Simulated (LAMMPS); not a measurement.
LAMMPS 22 Jul 2025, classical MD, EAM (Finnis-Sinclair form) (Al_mm.eam.fs): Al, 2916 atoms.

```json
{
  "task": "MD, nve",
  "potential": "EAM (Finnis-Sinclair form), Al_mm.eam.fs",
  "copies_of_the_repeat_unit": "9×9×9",
  "shape (slab and sphere leave vacuum in the box)": "bulk",
  "steps": "2000",
  "timestep": "2 fs",
  "thermo": "50",
  "newton": "on (default)",
  "atom_modify sort (bins of 2 Å where set)": "1000 (default)",
  "comm_style": "brick (default)",
  "box": "36.5 × 36.5 × 36.5 Å",
  "start": "generated fcc lattice, warmed in an untimed run"
}
```

All runs start from one configuration, warmed at this fixed volume for 1000 steps under a thermostat at 300 K. The run at a skin of 2 Å has a mean temperature of 295 K and a mean pressure of 1.4 GPa.

Single runs; times are not shown.

With neigh_modify every 1 delay 0 check yes, skins of 0.1, 0.3, 0.5, 1, 1.5, 2, 3 Å were run. Further schedules:
- skin 2 Å, every 1 delay 10 check yes
- skin 2 Å, every 20 delay 0 check no
- skin 1 Å, every 100 delay 0 check no
- skin 0.3 Å, every 20 delay 0 check no
- skin 2 Å, every 100 delay 0 check no
- skin 1 Å, every 1 delay 10 check yes
- skin 1 Å, every 10 delay 0 check yes

A schedule rebuilds too seldom if it shows a dangerous build, rebuilds less often than the check at every step does at that skin, or fails.

### Question
Which schedules can miss pairs here, and how do rebuilds depend on the skin?

### Answer
With the check at every step the rebuilds are 942 at 0.1 Å, 326 at 0.3 Å, 197 at 0.5 Å, 91 at 1 Å, 2 at 1.5 Å, 0 at 2 Å, 0 at 3 Å. Too seldom: skin 1 Å, every 100 delay 0 check no; skin 0.3 Å, every 20 delay 0 check no; skin 1 Å, every 10 delay 0 check yes.

| setting | rebuilds | dangerous builds | list entries an atom | change of the total energy (meV/atom) |
|---|---|---|---|---|
| skin 0.1 Å, every 1 delay 0 check yes | 942 | — | 38.2 | under 0.001 |
| skin 0.3 Å, every 1 delay 0 check yes | 326 | — | 39.2 | under 0.001 |
| skin 0.5 Å, every 1 delay 0 check yes | 197 | — | 40.8 | under 0.001 |
| skin 1 Å, every 1 delay 0 check yes | 91 | — | 49.6 | under 0.001 |
| skin 1.5 Å, every 1 delay 0 check yes | 2 | — | 67.6 | under 0.001 |
| skin 2 Å, every 1 delay 0 check yes | 0 | — | 74.3 | under 0.001 |
| skin 3 Å, every 1 delay 0 check yes | 0 | — | 106 | under 0.001 |
| skin 2 Å, every 1 delay 10 check yes | 0 | 0 | 74.3 | under 0.001 |
| skin 2 Å, every 20 delay 0 check no | 100 | not counted | 74.3 | under 0.001 |
| skin 1 Å, every 100 delay 0 check no | 20 | not counted | 49.5 | under 0.001 |
| skin 0.3 Å, every 20 delay 0 check no | 100 | not counted | 39.2 | +0.031 |
| skin 2 Å, every 100 delay 0 check no | 20 | not counted | 74.3 | under 0.001 |
| skin 1 Å, every 1 delay 10 check yes | 91 | 0 | 49.6 | under 0.001 |
| skin 1 Å, every 10 delay 0 check yes | 73 | 0 | 49.5 | under 0.001 |

Where the energy changes as in the checked runs, the late rebuilds cost nothing that shows in this run. List entries are as LAMMPS prints them (Ave neighs/atom).
